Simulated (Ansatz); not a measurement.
Structure of amorphous Si₂₄O₅₁Al₂ (periodic cell):

```xyz
77
Lattice="10.8233 0.0595 0.2439 0.0595 10.4618 0.1061 0.2439 0.1061 10.1105" Properties=species:S:1:pos:R:3 pbc="T T T"
Si     7.8648     7.3652     5.1721
Si     1.9967     9.0787    10.0953
Si     8.3748     9.2215     7.1907
Si     2.7624     9.8406     6.3205
Si     3.9146     4.1029     4.1438
Si     6.3574     3.7874     5.6945
Si     3.1171     0.9740     8.9275
Si     0.4813     2.6632     9.0684
Si     7.2615     4.7670     8.5887
Si     4.5484     1.9297     2.2910
Si     9.8479     6.1618     9.4204
Si    10.3965     4.3549     1.6524
Si     6.3499     7.7717     2.7797
Si     6.1503     7.3328     7.6199
Si     1.0195     5.2202     7.1711
Si     4.1407     9.6580     3.7275
Si     1.7901     2.6251     2.9404
Si     5.8584     2.2214     9.5860
Si    10.1765    10.5001     9.3153
Si     6.8543     1.2025     6.9675
Si     2.9752     7.3311     7.8636
Si     7.8784     5.1692     3.4563
Si    10.8865     8.1476     2.7859
Si     1.2185    10.3688     3.9155
O      2.6213     3.0323     4.3058
O      2.5316     5.7989     7.5412
O      8.6621     6.1027     4.5434
O      2.9506     2.1787     1.8542
O     10.8355     9.4163     3.8551
O      7.1870     4.1989     7.0386
O      4.8109     0.6042     3.1921
O      0.7761     1.4022     3.2164
O     10.5538     3.0424     0.7153
O      0.6298     6.7735     3.2539
O      3.1373     0.3722     7.4180
O      8.9641    10.1143     0.4390
O      9.4158     7.9072     2.2286
O      0.8540     9.8133     9.1952
O      7.2181     8.3483     4.0628
O      4.0954     9.6513     5.3716
O      7.0192     8.6925     7.9566
O      4.4156     1.9709     8.9339
O      9.6134     9.8106     7.9573
O      0.8857     5.0668     5.5807
O      6.6574     6.0946     2.8225
O      1.1396     8.5521     1.3900
O      8.7884     4.9025     9.1093
O      6.1100     2.1493     5.9606
O      1.4650     0.0701     5.4064
O      6.4765     6.1706     8.7001
O      3.2275    10.2003    10.1151
O      2.2653     8.3725     6.8198
O      7.7497    10.5521     6.3562
O      4.9116     3.3263     3.0727
O      1.9138     1.9650     9.2909
O      4.8371     4.3323     5.4926
O      0.8543     4.0377     2.5814
O      6.4363     3.7168     9.5169
O      0.7122     3.8129     7.9586
O      4.5725     7.5935     7.6842
O      6.7825     8.3733     1.3718
O      2.5552     7.7238     9.3827
O      4.8171     8.3024     3.1255
O      3.1665     5.4547     3.7189
O      6.8533     1.3104     8.5503
O     10.5398     5.6085     0.6245
O      7.2645     3.9419     4.3670
O      2.5973     9.8094     3.2274
O      6.6248     6.8334     6.1308
O     10.7802     6.3318     8.0900
O      8.9160     8.1711     6.1032
O     10.2188     1.6290     8.8058
O      5.5583     1.6982     1.0263
O      9.0601     7.5142     9.6701
O      8.9760     4.4738     2.4536
Al     8.4611     8.4932     0.9004
Al     1.4244     5.4834     3.9837
```

Calculation: PBE, scalar-relativistic without spin-orbit coupling (plane waves to 420 eV, PAW; Ansatz, a program for electronic structure).

A CHGNet melt-quench gave the starting glass, which DFT then relaxed. O atoms were pushed apart under 1.9 Å during the dynamics, to hinder bonds among them. The hot cell started wider than the set density and was brought back towards it in steps. It is the lowest in DFT energy of 2 quenches. It is a model cell: composition and starting density were chosen by hand, and all elements were melted together. No dispersion term was used. Its density started from a set value of 2.24 and ended at 2.24 g/cm³. Cooling (nominally 400 K/ps over its main leg) ran many orders faster than in experiment, which tends to leave more defects and strain. A cell of this size samples the disorder only roughly. The volume was held where the preparation left it and the shape relaxed, at a PBE pressure of 1.4 GPa. Stress components on the final sampling reach 1.9 GPa. Cycles of charging lowered its energy after that relaxation.

Cut-offs for bonds: Si-Si 2.60 Å, Si-O 1.92 Å, Si-Al 2.55 Å, O-O 1.58 Å, O-Al 2.24 Å, Al-Al 2.66 Å. Two cations that share two anions don't count as bonded, nor two that share one unless they lie closer than Si-Si 2.38 Å, Si-Al 2.48 Å, Al-Al 2.59 Å.

### Question
Give the coordination numbers, mean bond lengths and angles.

### Answer

Mean coordination of Si by anions: 3.96 (1 with 3, 23 with 4)
Mean coordination of O: 2.02 (50 with 2, 1 with 3)
Mean coordination of Al by anions: 4.00 (2 with 4)
Mean Si-O bond: 1.634 Å (spread 0.031 Å, 95 counted)
Mean O-Al bond: 1.785 Å (spread 0.119 Å, 8 counted)
Bond angle at Si: mean 109.6°, spread 4.9°
Bond angle at O: mean 134.5°, spread 13.8°
Bond angle at Al: mean 109.2°, spread 6.1°

### Question
Which atoms depart from the most common coordination of their element?

### Answer
Si20 has 3 (O53 1.57 Å, O48 1.57 Å, O65 1.59 Å); O57 has 3 (Si17 1.73 Å, Si12 1.76 Å, Al77 2.09 Å).

### Question
List the pairs of like atoms that count as bonded by the rules above.

### Answer
There are none by these rules.
